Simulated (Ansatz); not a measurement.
Base system: Pt in the fcc (Cu type) structure (space group Fm-3m, No. 225; a = 3.9198 Å; relaxed with 0.1 eV smearing). Axes: x, y, z lie along the cube axes.

Structures relaxed with PBEsol, PAW, 420 eV (Ansatz, a first-principles code; scalar-relativistic without spin-orbit coupling).

Base:

Simulated powder pattern, Cu Kα1, λ = 1.54056 Å (kinematic, ideal powder, no thermal factors, no anomalous dispersion; the 14 strongest lines at most, above 2 %, up to 2θ = 90°):

```json
[
 {"2θ (°)": "39.80", "I/Imax (%)": "100", "hkl": "(111)"},
 {"2θ (°)": "46.29", "I/Imax (%)": "49", "hkl": "(200)"},
 {"2θ (°)": "67.53", "I/Imax (%)": "33", "hkl": "(220)"},
 {"2θ (°)": "81.35", "I/Imax (%)": "40", "hkl": "(311)"},
 {"2θ (°)": "85.80", "I/Imax (%)": "12", "hkl": "(222)"}
]
```

The change: a pure shear with ε_xy = ε_yx = 0.0086, atoms relaxed at fixed cell.

After the change:

Simulated powder pattern, Cu Kα1, λ = 1.54056 Å (kinematic, ideal powder, no thermal factors, no anomalous dispersion; the 14 strongest lines at most, above 2 %, up to 2θ = 90°):

```tsv
2θ (°)	d (Å)	I/Imax (%)	hkl
39.56	2.276	100	(111)
40.04	2.250	97	(1 -1 1)
46.29	1.960	97	(002)
66.88	1.398	11	(220)
67.54	1.386	43	(202)
68.20	1.374	10	(2 -2 0)
80.90	1.187	27	(311)
81.20	1.184	13	(113)
81.50	1.180	13	(1 -1 3)
81.82	1.176	26	(3 -1 1)
85.20	1.138	12	(222)
86.42	1.125	12	(2 -2 2)
```

The indices refer to the base's conventional cell; one index is shown for lines that coincide. The space group is now Immm (No. 71).

The cells carry an imposed strain or load. Stability against distortions was not tested. All final runs are without spin polarisation.
